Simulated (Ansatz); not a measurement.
The reference is KBr in the rock salt structure (space group Fm-3m, No. 225).

```
CELL_PARAMETERS angstrom
      0.00000     3.27453     3.27453
      3.27453     0.00000     3.27453
      3.27453     3.27453     0.00000
ATOMIC_POSITIONS crystal
  K  0.00000 0.00000 0.00000
  Br 0.50000 0.50000 0.50000
```

Cartesian axes are those of the cell as printed.

Computed with PBEsol (Ansatz, a first-principles code; PAW; 420 eV plane waves; without spin-orbit coupling).

Base values:

The band gap comes out as 4.34 eV.

The change: uniaxial strain ε_zz = +0.50 %, all other strain components held at zero, atoms relaxed at fixed cell.

**Question.** Estimate the effect on the band gap.

**Answer.** The band gap shrinks by 0.01 eV, from 4.34 eV to 4.33 eV.

Whether these cells are dynamically stable was not tested.
